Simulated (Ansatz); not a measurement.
**As (Cmce, No. 64): properties by level of theory**

| level (code) | cohesive energy (eV/atom) | band gap (eV) |
|---|---|---|
| LDA (Ansatz) | 3.94 | 0.00 |
| PBEsol (Ansatz) | 3.37 | 0.00 |
| r²SCAN (Ansatz) | 2.87 | 0.19 |
| r²SCAN+rVV10 (Ansatz) | 3.06 | 0.02 |

Computed values are for a static lattice. Levels without +SOC have no spin–orbit coupling; where heavier elements are present it shifts gaps, mostly down, and can invert bands. A gap of zero means that the bands touch or overlap; how far they overlap is not shown.  LDA: LDA has no dispersion term either, though it tends to give short spacings of layers, chains or molecules. PBEsol, r²SCAN: the cell comes from a level without a dispersion term, which matters for the spacing of layers, chains or molecules. r²SCAN: for a layered or molecular solid the relaxed cell lies over 5 % above the published volume, where the minimum can be shallow. Each level is taken at its own relaxed cell. Cutoffs differ between the levels. Ansatz's density-functional and Hartree–Fock values are scalar-relativistic unless marked +SOC, with PAW data made under PBE.

Caveats: LDA has no dispersion term either, though it tends to give short spacings of layers, chains or molecules (LDA); for a layered or molecular solid the relaxed cell lies over 5 % above the published volume, where the minimum can be shallow (r²SCAN); the cell comes from a level without a dispersion term, which matters for the spacing of layers, chains or molecules (PBEsol, r²SCAN). Ansatz's density-functional and Hartree–Fock values are scalar-relativistic unless marked +SOC, with PAW data made under PBE.

Unless a cell is named, each level is at its own relaxed cell (LDA 21.10, PBEsol 21.76, r²SCAN 24.65, r²SCAN+rVV10 23.54 Å³/atom).

Free atoms are spin-polarised, in the lowest state found; at levels without +SOC their spin–orbit coupling is left out.

Static lattice: no zero-point or thermal effects.

Ansatz is an electronic-structure program.
